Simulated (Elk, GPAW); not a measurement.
An Elk input for a self-consistent single point of TiTe (P6_3/mmc, 4 atoms in the cell) (DFT, PBEsol, all-electron FP-LAPW, Elk's shipped species files, LAPW+lo basis):

```
tasks
  0

xctype
  22

rgkmax
  8.0

gmaxvr
  16.0

nxoapwlo
  1

rmtscf
  0.97

stype
  3

swidth
  0.00367493

scale
  6.650751995

avec
    1.0000000000   -0.0000000258    0.0000000000
   -0.4999999777    0.8660254167    0.0000000000
    0.0000000000    0.0000000000    1.9891661942

atoms
  2   : nspecies
  'Ti.in'   : spfname
  2   : natoms; atposl, bfcmt below
  0.0000000000  0.0000000000  0.5000000000    0.0 0.0 0.0
  0.0000000000  0.0000000000  0.0000000000    0.0 0.0 0.0
  'Te.in'   : spfname
  2   : natoms; atposl, bfcmt below
  0.6666666667  0.3333333333  0.2500000000    0.0 0.0 0.0
  0.3333333333  0.6666666667  0.7500000000    0.0 0.0 0.0

ngridk
  7 7 3
```

Problem. Write the same calculation as an input for GPAW.

Solution. This is the input that was run; spellings and numerical settings could be chosen otherwise.

```python
from ase import Atoms
from ase.units import GPa
from gpaw import GPAW

atoms = Atoms(['Ti', 'Ti', 'Te', 'Te'],
              cell=[[3.519426, 0.000000, 0.000000],
                    [-1.759713, 3.047913, 0.000000],
                    [0.000000, 0.000000, 7.000724]],
              positions=[[0.000000, 0.000000, 3.500362],
                         [0.000000, 0.000000, 0.000000],
                         [1.759715, 1.015970, 1.750181],
                         [-0.000002, 2.031943, 5.250543]],
              pbc=True)

calc = GPAW(mode={'name': 'pw', 'ecut': 850},
            xc='PBEsol',
            kpts=(7, 7, 3),
            occupations={'name': 'fermi-dirac', 'width': 0.1},
            nbands=-8,
            convergence={'density': 1e-05},
            symmetry={'symmorphic': False, 'tolerance': 0.0005},
            maxiter=100)

atoms.calc = calc

energy = atoms.get_potential_energy()
print('Energy (eV):', round(energy, 6))
forces = atoms.get_forces()
print('Forces (eV/Ang):')
print(forces.round(5))
stress = atoms.get_stress()
print('Stress (GPa, Voigt):', (stress / GPa).round(4))
```

Basis, cutoffs, solver keys and any potentials are the target program's own. This input uses DFT PBEsol, plane waves, GPAW PAW datasets PBEsol (made by gpaw-setup).

The starting cell comes from a database of computed structures (which also holds hypothetical and non-ambient phases and stackings), without a prior relaxation at this level. Its lattice was rescaled by a random factor within 2.5 % of one. For this run, on top of that: lattice scaled by 0.98.
